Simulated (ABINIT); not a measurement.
Worked example: self-consistent single point of CdTe (F-43m, 2 atoms in the cell) in ABINIT

Method: PBE, PAW (JTH v2.0 PBE PAW) (plane waves; ABINIT).

Input as run:

```
# CdTe, JTH v2.0 PBE PAW
pp_dirpath "./"
pseudos "Cd.GGA_PBE-JTH.xml, Te.GGA_PBE-JTH.xml"
acell 3*1.0 Angstrom
rprim
         0.0000000000    3.2497200000    3.2497200000
         3.2497200000    0.0000000000    3.2497200000
         3.2497200000    3.2497200000    0.0000000000
natom 2
ntypat 2
znucl 48 52
typat 1 2
xred
         0.0000000000    0.0000000000    0.0000000000
         0.2500000000    0.2500000000    0.2500000000
ecut 20
pawecutdg 40
pawxcdev 0
ixc 11
occopt 3
tsmear 0.00183747
nband 14
kptopt 1
ngkpt 5 5 5
nshiftk 1
shiftk 0 0 0
nstep 100
tolvrs 1.0e-10
prtwf 0
prtden 0
enunit 1
```

Output (repeated stretches shortened):

```
 Symmetries : space group F-4 3 m (#216); Bravais cF (face-center cubic)

 -outvars: echo values of preprocessed input variables --------
            acell      1.8897261329E+00  1.8897261329E+00  1.8897261329E+00 Bohr
             ecut      2.00000000E+01 Hartree
           enunit           1
              ixc          11
         kptrlatt        5    0    0      0    5    0      0    0    5
          kptrlen      4.34239988E+01
            natom           2
            nband          14
            ngfft          36      36      36
          ngfftdg          50      50      50
             nkpt          10
            nstep         100
             nsym          24
           ntypat           2
           occopt           3
        pawecutdg      4.00000000E+01 Hartree
         pawxcdev           0
            rprim      0.0000000000E+00  3.2497200000E+00  3.2497200000E+00
                       3.2497200000E+00  0.0000000000E+00  3.2497200000E+00
                       3.2497200000E+00  3.2497200000E+00  0.0000000000E+00
          spgroup         216
           tolvrs      1.00000000E-10
           tsmear      1.83747000E-03 Hartree
            typat      1  2
           useylm           1
             xred      0.0000000000E+00  0.0000000000E+00  0.0000000000E+00
                       2.5000000000E-01  2.5000000000E-01  2.5000000000E-01
            znucl       48.00000   52.00000

== DATASET  1 ==================================================================

 Exchange-correlation functional for the present dataset will be:
  GGA: Perdew-Burke-Ernzerhof functional - ixc=11
 Citation for XC functional:
  J.P.Perdew, K.Burke, M.Ernzerhof, PRL 77, 3865 (1996)

 Real(R)+Recip(G) space primitive vectors, cartesian coordinates (Bohr,Bohr^-1):
 R(1)=  0.0000000  6.1410808  6.1410808  G(1)= -0.0814189  0.0814189  0.0814189
 R(2)=  6.1410808  0.0000000  6.1410808  G(2)=  0.0814189 -0.0814189  0.0814189
 R(3)=  6.1410808  6.1410808  0.0000000  G(3)=  0.0814189  0.0814189 -0.0814189
 Unit cell volume ucvol=  4.6319561E+02 bohr^3
 Angles (23,13,12)=  6.00000000E+01  6.00000000E+01  6.00000000E+01 degrees

 Coarse grid specifications (used for wave-functions):

 getcut: wavevector=  0.0000  0.0000  0.0000  ngfft=  36  36  36
         ecut(hartree)=     20.000   => boxcut(ratio)=   2.05903

 Fine grid specifications (used for densities):

 getcut: wavevector=  0.0000  0.0000  0.0000  ngfft=  50  50  50
         ecut(hartree)=     40.000   => boxcut(ratio)=   2.02297

   2.44797133E+03                                ecore*ucvol(ha*bohr**3)

_setup2: Arith. and geom. avg. npw (full set) are    1981.192    1981.177

--- !BeginCycle
solver: {iscf: 17, nstep: 100, nline: 4, wfoptalg: 10, }
tolerances: {tolvrs: 1.00E-10, }
...

     iter   Etot(hartree)      deltaE(h)  residm     nres2
 ETOT  1  -55.841398738089    -5.584E+01 1.520E-01 2.157E+00
 ETOT  2  -55.904408748225    -6.301E-02 3.208E-02 3.569E-01
 ETOT  3  -55.903848267517     5.605E-04 1.878E-02 8.338E-02
 ETOT  4  -55.904596560184    -7.483E-04 7.915E-03 3.328E-02
 ETOT  5  -55.905288688828    -6.921E-04 7.278E-02 2.127E-03
 ETOT  6  -55.905373804791    -8.512E-05 5.919E-03 3.520E-04
   [... 6 lines left out ...]
 ETOT 13  -55.905399265950    -4.284E-08 5.049E-04 4.063E-09
 ETOT 14  -55.905399283253    -1.730E-08 1.543E-04 1.416E-08
 ETOT 15  -55.905399290210    -6.957E-09 2.032E-04 3.323E-10
 ETOT 16  -55.905399293101    -2.890E-09 7.214E-05 3.927E-10
 ETOT 17  -55.905399294286    -1.186E-09 9.742E-05 8.485E-11

 At SCF step   17       nres2   =  8.49E-11 < tolvrs=  1.00E-10 =>converged.

 Cartesian components of stress tensor (hartree/bohr^3)
  sigma(1 1)= -7.72322402E-05  sigma(3 2)=  0.00000000E+00
  sigma(2 2)= -7.72322402E-05  sigma(3 1)=  0.00000000E+00
  sigma(3 3)= -7.72322402E-05  sigma(2 1)=  0.00000000E+00

 ----iterations are completed or convergence reached----

 reduced coordinates (array xred) for    2 atoms
       0.000000000000      0.000000000000      0.000000000000
       0.250000000000      0.250000000000      0.250000000000
 cartesian forces (eV/Angstrom) at end:
    1     -0.00000000000000    -0.00000000000000     0.00000000000000
    2      0.00000000000000     0.00000000000000    -0.00000000000000
 frms,max,avg= 1.3491790E-28 2.1137572E-28   0.000E+00  0.000E+00  0.000E+00 e/A
 length scales=  1.889726132886  1.889726132886  1.889726132886 bohr
              =  1.000000000000  1.000000000000  1.000000000000 angstroms
 Fermi (or HOMO) energy (eV) =  -2.30891   Average Vxc (eV)=  -8.35813
 Eigenvalues (   eV  ) for nkpt=  10  k points:
 kpt#   1, nband= 14, wtk=  0.00800, kpt=  0.0000  0.0000  0.0000 (reduced coord)
 -13.83834  -10.96762  -10.96762  -10.96762  -10.71532  -10.71532   -2.70954   -2.70954
  -2.70954   -1.96387    1.92407    1.92407    1.92407    4.92393
 prteigrs : prtvol=0 or 1, do not print more k-points.

--- !EnergyTerms
comment             : Components of total free energy in Hartree
kinetic             :  1.52551136001135E+01
hartree             :  1.58824720143202E+01
xc                  : -7.27996965674480E+00
Ewald energy        : -3.82975726240664E+01
psp_core            :  5.28496231066233E+00
local_psp           : -4.64495895193793E+01
spherical_terms     : -3.00803688606635E-01
internal            : -5.59053875637011E+01
'-kT*entropy'       : -5.02539329475961E-07
total_energy        : -5.59053880662405E+01
total_energy_eV     : -1.52126297451273E+03
...

-Cartesian components of stress tensor (GPa)         [Pressure=  2.2723E+00 GPa]
- sigma(1 1)= -2.27225057E+00  sigma(3 2)=  0.00000000E+00
- sigma(2 2)= -2.27225057E+00  sigma(3 1)=  0.00000000E+00
- sigma(3 3)= -2.27225057E+00  sigma(2 1)=  0.00000000E+00

 Calculation completed.
```

The run converged in 17 iterations.

The starting cell has typed, rounded lattice constants, without a prior relaxation at this level. Its lattice was rescaled by up to half a per cent.
